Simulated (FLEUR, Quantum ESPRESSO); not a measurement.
A FLEUR input for a self-consistent single point of K3Sb2Au3 (R-3m, 8 atoms in the cell) (DFT, LDA (Perdew-Zunger), all-electron FLAPW (FLEUR), scalar-relativistic valence):

Input of the input generator:

```
K3Sb2Au3 crystal
&input film=f /
5.9170914524 3.4162338780 13.6117597533
-5.9170914524 3.4162338780 13.6117597533
0.0000000000 -6.8324691507 13.6117594033
1.0
1.0 1.0 1.0

8
19 0.5000000000 0.5000000000 0.5000000000
19 0.9201270000 0.9201270000 0.9201270000
19 0.0798730000 0.0798730000 0.0798730000
51 0.2418500000 0.2418500000 0.2418500000
51 0.7581500000 0.7581500000 0.7581500000
79 0.5000000000 0.0000000000 0.5000000000
79 0.5000000000 0.5000000000 0.0000000000
79 0.0000000000 0.5000000000 0.5000000000

&comp jspins=1 /
&exco xctyp='pz' /
&kpt div1=3 div2=3 div3=3 /
&end /
```

```xml
<?xml version="1.0" encoding="UTF-8" standalone="no"?>
<fleurInput fleurInputVersion="0.39">
   <comment>
      K3Sb2Au3 crystal                                                                                    
   </comment>
   <calculationSetup>
      <cutoffs Kmax="4.3" Gmax="15.0" GmaxXC="15.0" numbands="0"/>
      <scfLoop itmax="80" minDistance="0.00001" maxIterBroyd="25" imix="Anderson" alpha="0.05" precondParam="0.0" spinf="2.0"/>
      <coreElectrons ctail="T" frcor="F" kcrel="0" coretail_lmax="0"/>
      <xcFunctional name="pz" relativisticCorrections="F"/>
      <magnetism jspins="1"/>
      <soc l_soc="F" theta="0.0" phi="0.0" spav="F"/>
      <expertModes spex="0" secvar="F"/>
      <geometryOptimization l_f="T" forcealpha="1.0" forcemix="BFGS" epsdisp="0.00001" epsforce="0.00001"/>
      <ldaU l_linMix="F" mixParam="0.05" spinf="1.0"/>
   </calculationSetup>
   <cell>
      <bzIntegration valenceElectrons="108.0" mode="hist" fermiSmearingEnergy="0.00183747">
         <kPointListSelection listName="default-1"/>
         <!-- k-points included here -->
         <xi:include xmlns:xi="http://www.w3.org/2001/XInclude" href="kpts.xml"> </xi:include>
      </bzIntegration>
      <!-- symmetry operations included here -->
      <xi:include xmlns:xi="http://www.w3.org/2001/XInclude" href="sym.xml"> </xi:include>
      <bulkLattice scale="1.0">
         <bravaisMatrix>
            <row-1>    5.9170914524000002     3.4162338779999999    13.6117597532999994</row-1>
            <row-2>   -5.9170914524000002     3.4162338779999999    13.6117597532999994</row-2>
            <row-3>    0.0000000000000000    -6.8324691506999997    13.6117594033000007</row-3>
         </bravaisMatrix>
      </bulkLattice>
   </cell>
   <atomSpecies>
      <species name="Potassium (K)" element="K" atomicNumber="19">
         <mtSphere radius="2.63" gridPoints="925" logIncrement="0.013"/>
         <atomicCutoffs lmax="10" lnonsphr="8"/>
         <electronConfig flipSpins="F">
            <coreConfig>(1s1/2) (2s1/2) (2p1/2) (2p3/2)</coreConfig>
            <valenceConfig>(3s1/2) (3p1/2) (3p3/2) (4s1/2)</valenceConfig>
            <stateOccupation state="(4s1/2)" spinUp="0.5" spinDown="0.5"/>
         </electronConfig>
         <energyParameters s="4" p="4" d="3" f="4"/>
         <lo type="SCLO" l="0" n="3" eDeriv="0"/>
         <lo type="SCLO" l="1" n="3" eDeriv="0"/>
      </species>
      <species name="Antimony (Sb)" element="Sb" atomicNumber="51">
         <mtSphere radius="2.32" gridPoints="817" logIncrement="0.016"/>
         <atomicCutoffs lmax="10" lnonsphr="8"/>
         <electronConfig flipSpins="F">
            <coreConfig>(1s1/2) (2s1/2) (2p1/2) (2p3/2) (3s1/2) (3p1/2) (3p3/2) (4s1/2) (3d3/2) (3d5/2) (4p1/2) (4p3/2)</coreConfig>
            <valenceConfig>(5s1/2) (4d3/2) (4d5/2) (5p1/2) (5p3/2)</valenceConfig>
            <stateOccupation state="(5p1/2)" spinUp="0.5" spinDown="0.5"/>
            <stateOccupation state="(5p3/2)" spinUp="1.0" spinDown="1.0"/>
         </electronConfig>
         <energyParameters s="5" p="5" d="5" f="4"/>
         <lo type="SCLO" l="2" n="4" eDeriv="0"/>
      </species>
      <species name="Gold (Au)" element="Au" atomicNumber="79">
         <mtSphere radius="2.32" gridPoints="817" logIncrement="0.016"/>
         <atomicCutoffs lmax="10" lnonsphr="8"/>
         <electronConfig flipSpins="F">
            <coreConfig>(1s1/2) (2s1/2) (2p1/2) (2p3/2) (3s1/2) (3p1/2) (3p3/2) (4s1/2) (3d3/2) (3d5/2) (4p1/2) (4p3/2) (5s1/2) (4d3/2) (4d5/2) (4f5/2) (4f7/2)</coreConfig>
            <valenceConfig>(5p1/2) (5p3/2) (6s1/2) (5d3/2) (5d5/2)</valenceConfig>
            <stateOccupation state="(6s1/2)" spinUp="0.5" spinDown="0.5"/>
         </electronConfig>
         <energyParameters s="6" p="6" d="5" f="5"/>
         <lo type="SCLO" l="1" n="5" eDeriv="0"/>
         <lo type="HELO" l="2" n="6" eDeriv="0"/>
      </species>
   </atomSpecies>
   <atomGroups>
      <atomGroup species="Potassium (K)">
         <relPos label="                   1">1.000/2.000 1.000/2.000 1.000/2.000</relPos>
         <force calculate="T" relaxXYZ="TTT"/>
      </atomGroup>
      <atomGroup species="Potassium (K)">
         <relPos label="                   2">-.0798730000 -.0798730000 -.0798730000</relPos>
         <relPos label="                   3">.0798730000 .0798730000 .0798730000</relPos>
         <force calculate="T" relaxXYZ="TTT"/>
      </atomGroup>
      <atomGroup species="Antimony (Sb)">
         <relPos label="                   4">.2418500000 .2418500000 .2418500000</relPos>
         <relPos label="                   5">-.2418500000 -.2418500000 -.2418500000</relPos>
         <force calculate="T" relaxXYZ="TTT"/>
      </atomGroup>
      <atomGroup species="Gold (Au)">
         <relPos label="                   6">1.000/2.000 .0000000000 1.000/2.000</relPos>
         <relPos label="                   7">1.000/2.000 1.000/2.000 .0000000000</relPos>
         <relPos label="                   8">.0000000000 1.000/2.000 1.000/2.000</relPos>
         <force calculate="T" relaxXYZ="TTT"/>
      </atomGroup>
   </atomGroups>
   <output dos="F" band="F" slice="F">
      <checks vchk="F" cdinf="F"/>
      <bandDOS minEnergy="-.5*Htr" maxEnergy="0.5*Htr" sigma="0.015" storeEVData="T"/>
      <vacuumDOS vacdos="F" integ="F" star="F" nstars="0" locx1="0.0" locy1="0.0" locx2="0.0" locy2="0.0" nstm="0" tworkf="0.0"/>
      <unfoldingBand unfoldBand="F" supercellX="1" supercellY="1" supercellZ="1"/>
      <plotting iplot="0" polar="F">
         <plot TwoD="T" vec1="  1.0  0.0  0.0" vec2="  0.0  1.0  0.0" vec3="  0.0  0.0  1.0" zero="  0.0  0.0  0.0" file="plot"/>
      </plotting>
      <chargeDensitySlicing numkpt="0" minEigenval="0.0" maxEigenval="0.0" nnne="0" pallst="F"/>
      <specialOutput eonly="F"/>
      <magneticCircularDichroism mcd="F" energyLo="-10.0" energyUp="0.0"/>
   </output>
  <!-- We include the file relax.xml here to enable relaxations (see documentation) -->
  <xi:include xmlns:xi="http://www.w3.org/2001/XInclude" href="relax.xml"> <xi:fallback/> </xi:include>
</fleurInput>
```

Task: Translate this input to Quantum ESPRESSO.

Result: One input that does it (others would too):

```fortran
&control
 calculation = 'scf'
 outdir = './out'
 pseudo_dir = './'
 verbosity = 'high'
 tprnfor = .true.
 tstress = .true.
/
&system
 ibrav = 0
 nat = 8
 ntyp = 3
 ecutwfc = 40
 ecutrho = 320
 occupations = 'smearing'
 smearing = 'fd'
 degauss = 0.0036749
/
&electrons
 conv_thr = 1.0d-10
/
ATOMIC_SPECIES
K     39.0983  k_lda_v1.4.uspp.F.UPF
Sb   121.7600  sb_lda_v1.4.uspp.F.UPF
Au   196.9666  au_lda_v1.uspp.F.UPF
ATOMIC_POSITIONS crystal
K     0.5000000000    0.5000000000    0.5000000000
K     0.9201270000    0.9201270000    0.9201270000
K     0.0798730000    0.0798730000    0.0798730000
Sb    0.2418500000    0.2418500000    0.2418500000
Sb    0.7581500000    0.7581500000    0.7581500000
Au    0.5000000000    0.0000000000    0.5000000000
Au    0.5000000000    0.5000000000    0.0000000000
Au    0.0000000000    0.5000000000    0.5000000000
K_POINTS automatic
3 3 3  0 0 0
CELL_PARAMETERS angstrom
   3.1311899515     1.8077933614     7.2030330000
  -3.1311899515     1.8077933614     7.2030330000
   0.0000000000    -3.6155867227     7.2030330000
```

Basis, cutoffs, solver keys and any potentials are the target program's own. This input uses DFT, LDA (PZ), plane waves, GBRV 1.5 ultrasoft (LDA) pseudopotentials. LDA parametrisations can differ slightly between programs.

The starting cell comes from a database of computed structures (which also holds hypothetical and non-ambient phases and stackings), without a prior relaxation at this level.
